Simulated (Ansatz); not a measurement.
Abridged Ansatz (a program for electronic structure) output:

```
Relaxation: its limit of steps is 50 (relax.max_steps)
Pseudopotential: Mo, paw, valence charge 14
Pseudopotential: S, paw, valence charge 6
Crystal: 6 atoms, lattice volume = 98.005 Å³
Basis set: ecut = 420 eV, 1897 PW (Γ), exchange–correlation on 48×48×160 points (8 copies of the dense FFT grid, shifted against one another)
Bands: 32, of which v1, the nominal top of the filled ones, is band 26 counted from 1 (25 counted from 0)
Symmetry: 4 space group operations
k-points: 121 of 432
Functional: x = pbesol(κ = 0.804, μ = 0.12345679012345678), c = pbesol(β = 0.046)
SCF iter   1: F=—  HF=-13342.632185 eV  |F-HF|=—  |Δ(HF+E_count)|=         —  Δρ=6.74e-3  dr2=2.12e-2  ethr=1.77e-3  ⟨swp⟩=6.8  Hψ=17133  notcnv=0
SCF iter   2: F=—  HF=-13342.635889 eV  |F-HF|=—  |Δ(HF+E_count)|=   3.70e-3  Δρ=3.84e-3  dr2=7.19e-3  ethr=4.07e-5  ⟨swp⟩=2.3  Hψ=6974  notcnv=0
SCF 1 converged in 8 iterations: F = -13342.637753 eV  dr2 = 2.06e-10
relax step   1: F+E_penalty+E_count = -13342.63775328 eV  Δ(F+E_penalty+E_count) = +0.000e0 eV  max|allowed force component| = 2.910e-1 eV/Å  Δτ_max = 0.0000 Å  (8 SCF iters, accepted)
Crystal: 6 atoms, lattice volume = 98.005 Å³
SCF iter   1: F=—  HF=-13342.655194 eV  |F-HF|=—  |Δ(HF+E_count)|=         —  Δρ=2.09e-3  dr2=2.66e-3  ethr=4.40e-6  ⟨swp⟩=3.1  Hψ=14709  notcnv=0  defer=27
SCF iter   2: F=—  HF=-13342.654643 eV  |F-HF|=—  |Δ(HF+E_count)|=   5.51e-4  Δρ=1.17e-3  dr2=8.21e-4  ethr=4.40e-6  ⟨swp⟩=1.0  Hψ=3857  notcnv=0  defer=27
SCF 2 converged in 6 iterations: F = -13342.654414 eV  dr2 = 1.65e-10
relax step   2: F+E_penalty+E_count = -13342.65441427 eV  Δ(F+E_penalty+E_count) = -1.666e-2 eV  max|allowed force component| = 1.111e-2 eV/Å  Δτ_max = 0.0283 Å  (6 SCF iters, accepted)
Crystal: 6 atoms, lattice volume = 98.005 Å³
SCF iter   1: F=—  HF=-13342.654470 eV  |F-HF|=—  |Δ(HF+E_count)|=         —  Δρ=1.19e-4  dr2=8.12e-6  ethr=1.25e-7  ⟨swp⟩=3.5  Hψ=11045  notcnv=0  defer=27
SCF iter   2: F=—  HF=-13342.654437 eV  |F-HF|=—  |Δ(HF+E_count)|=   3.29e-5  Δρ=6.70e-5  dr2=2.53e-6  ethr=1.56e-8  ⟨swp⟩=1.0  Hψ=4840  notcnv=0  defer=27
SCF 3 converged in 6 iterations: F = -13342.654437 eV  dr2 = 3.38e-12
relax step   3: F+E_penalty+E_count = -13342.65443674 eV  Δ(F+E_penalty+E_count) = -2.247e-5 eV  max|allowed force component| = 8.064e-3 eV/Å  Δτ_max = 0.0013 Å  (6 SCF iters, accepted)
Crystal: 6 atoms, lattice volume = 98.005 Å³
[...]
Internal energy: -13342.654400 eV  (E = F + TS)
E sigma→0 (E₀):  -13342.654422 eV
Entropy (-TS):   -0.000043 eV (-0.007 meV/atom)
Fermi energy:    12.730762 eV
  E_disp       = -2.415583  (pairwise vdW)
--- Forces (eV/Å), atoms counted from 1 ---
  atom   1  Mo     0.00000000     0.00044124    -0.00000000
  atom   2  Mo     0.00000000    -0.00044124     0.00000000
  atom   3  S      0.00055460     0.00010482    -0.00173642
  atom   4  S      0.00055460    -0.00010482    -0.00173642
  atom   5  S     -0.00055460    -0.00010482     0.00173642
  atom   6  S     -0.00055460     0.00010482     0.00173642
--- Stress (GPa, compression-positive) ---
        0.002958      -0.000000      -0.654541
       -0.000000       0.031910       0.000000
       -0.654541       0.000000       0.060096
  P = ⅓ Tr σ = 0.0317 GPa (0.317 kbar)
--- Relaxed structure (4 steps of the walk, 4 accepted, 0 SCFs on fresh bases) ---
  atoms:
    - { symbol: Mo, position: [0.6676929783569643, 0.3353859567139289, 0.25] }
    - { symbol: Mo, position: [0.3323070216430354, 0.664614043286071, 0.7500000000000001] }
    - { symbol: S, position: [0.6563848764144626, 0.3312474552367684, 0.8835138633006677] }
    - { symbol: S, position: [0.32513742117769423, 0.6687525447632315, 0.3835138633006677] }
    - { symbol: S, position: [0.34361512358553703, 0.6687525447632315, 0.11648613669933229] }
    - { symbol: S, position: [0.6748625788223055, 0.3312474552367684, 0.6164861366993322] }
```

What was computed, and what are the main results?

MoS2, 6 atoms in the cell, with PBEsol-D3(BJ)/PAW in Ansatz, no SOC. The last SCF converged to F = -13342.654443 eV, or -2223.7757 eV per atom, at a pressure of 0.03 GPa. The total energy compares only with runs of the same code, potentials and settings.

The cells carry an imposed strain or load. No phonon test of stability was made. The cell was made from MoS2 (space group P6_3/mmc, No. 194; layered, stacked along the Cartesian z axis) by this change: tensor shear ε_xz = +1.00 %.

Keys are those of Ansatz 0.2.
